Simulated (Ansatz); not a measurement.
Here is the system:

End structure of a constructed model of the (0001) surface of hcp Ru, a pseudomorphic layer of Pd in the other hollow (bottom of the slab: a bare face, its two planes held):

```
CELL_PARAMETERS angstrom
      2.72140     0.00000     0.00000
     -1.36070     2.35680     0.00000
      0.00000     0.00000    29.50000
ATOMIC_POSITIONS crystal
  Ru 0.66667 0.33333 0.27537
  Ru 0.33333 0.66667 0.34814
  Ru 0.66667 0.33333 0.42018
  Ru 0.33333 0.66667 0.49390
  Ru 0.66667 0.33333 0.56674
  Ru 0.33333 0.66667 0.63698
  Pd 0.00000 0.00000 0.71485
```

Slab: 7 atoms, 13.3 Å thick at the start with caps and adatoms (thin: gaps and levels are the slab's own); k 16x16x1, smearing 0.1 eV, dipole-corrected; 2 atoms held, the rest relaxed; symmetry of the start imposed; no spin, no spin-orbit, no U. In PBE it is, or lies within 0.01 eV a 1x1 cell of, the lowest of the 2 structures of its composition computed so far; subsurface sites and larger cells were not tried.

Task: Give the work function of the top face at the level Ansatz (a program for electronic structure) with PBE.

Result: 4.86 eV
